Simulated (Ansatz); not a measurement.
Ansatz (a program for electronic structure) run on K2TlCuF6 (Fm-3m, 10 atoms in the cell): relaxation of the atoms.

Method of the run: PBEsol, default PAW files made with PBE (plane waves; Ansatz).

```
K2TlCuF6
1.0
    0.00000     4.37481     4.37481
    4.37481     0.00000     4.37481
    4.37481     4.37481     0.00000
K Tl Cu F
2 1 1 6
Direct
  0.25000   0.25000   0.25000
  0.75000   0.75000   0.75000
  0.00000   0.00000   0.00000
  0.50000   0.50000   0.50000
  0.26499   0.26499   0.73501
  0.73501   0.73501   0.26499
  0.73501   0.26499   0.26499
  0.26499   0.73501   0.73501
  0.26499   0.73501   0.26499
  0.73501   0.26499   0.73501
```

Reference input (self-consistent single point, DFT, PBEsol, plane waves, default PAW files made with PBE): basis.ecutwfc = 30.9 Ry; kpoints.mp_grid.grid = 7 7 7; hamiltonian.xc = pbesol; hamiltonian.pseudopotentials = {kind: paw} (the program's default PAW files); scf.occupations.method = fermi_dirac; scf.occupations.width = 0.0073 Ry. This run's input differs from it in these lines:

```diff
@@ -25,2 +25,3 @@
   occupations: { method: fermi_dirac, width: 0.0073 Ry }
+relax: {}
 output:
```

Log, with long lists cut:

```
   [... SCF lines of the steps left out ...]
relax step   1: F+E_penalty+E_count = -25723.31277590 eV  Δ(F+E_penalty+E_count) = +0.000e0 eV  max|allowed force component| = 1.409e-1 eV/Å  Δτ_max = 0.0000 Å  (7 SCF iters, dr2 threshold 2.50e-6 eV, accepted)
relax step   2: F+E_penalty+E_count = -25723.31764525 eV  Δ(F+E_penalty+E_count) = -4.869e-3 eV  max|allowed force component| = 1.100e-1 eV/Å  Δτ_max = 0.0064 Å  (8 SCF iters, dr2 threshold 1.24e-6 eV, accepted)
relax step   3: F+E_penalty+E_count = -25723.32500434 eV  Δ(F+E_penalty+E_count) = -7.359e-3 eV  max|allowed force component| = 3.915e-3 eV/Å  Δτ_max = 0.0230 Å  (9 SCF iters, dr2 threshold 7.56e-7 eV, accepted)
relax step   4: F+E_penalty+E_count = -25723.32500431 eV  Δ(F+E_penalty+E_count) = +3.192e-8 eV  max|allowed force component| = 3.746e-3 eV/Å  Δτ_max = 0.0000 Å  (3 SCF iters, accepted)
the relaxation is at rest under the 48 symmetry operations that the run kept from its start: a minimum is not shown …
Stability not checked: this state was not tested for a lower state beside it, because too few of the mixer's solves of this state at the end of the SCF gave a …
Free energy (F): -25723.325004 eV
Internal energy: -25723.231079 eV  (E = F + TS)
E sigma→0 (E₀):  -25723.278042 eV
Entropy (-TS):   -0.093925 eV (-9.393 meV/atom)
Fermi energy:    4.760804 eV
--- Forces (eV/Å), atoms counted from 1 ---
  atom   1  K      0.00000000     0.00000000     0.00000000
   [... lines left out ...]
    - { symbol: F, position: [0.7316442092487621, 0.2683557907512379, 0.26835579075123794] }
    - { symbol: F, position: [0.2683557907512377, 0.7316442092487623, 0.7316442092487623] }
    - { symbol: F, position: [0.2683557907512379, 0.7316442092487621, 0.26835579075123794] }
    - { symbol: F, position: [0.7316442092487623, 0.2683557907512377, 0.7316442092487623] }
```

The run converged. 

Summary of the result:
- Free energy E − TS (on the zero of these files) = -25723.3250 eV
- Fermi level (on the code's own zero) = 4.76 eV
- Pressure = -2.69 GPa
- Largest force (vector length) = 0.004 eV/Å
- Relaxation steps = 4

The starting cell comes from a database of computed structures (which also holds hypothetical and non-ambient phases and stackings), without a prior relaxation at this level. Spin polarisation is off, so a magnetic state, if there is one, cannot be reached. The relaxation keeps the symmetry of its start, so its end need not be a minimum. Ansatz's pressure includes its estimate of the finite-basis (Pulay) stress. The run gives no clean gap (levels at the Fermi energy touch, overlap or are partly filled at this smearing), which alone does not show that the compound is a metal.

Cost on one core of a shared machine: roughly 40 s.

Keys are those of Ansatz 0.2.
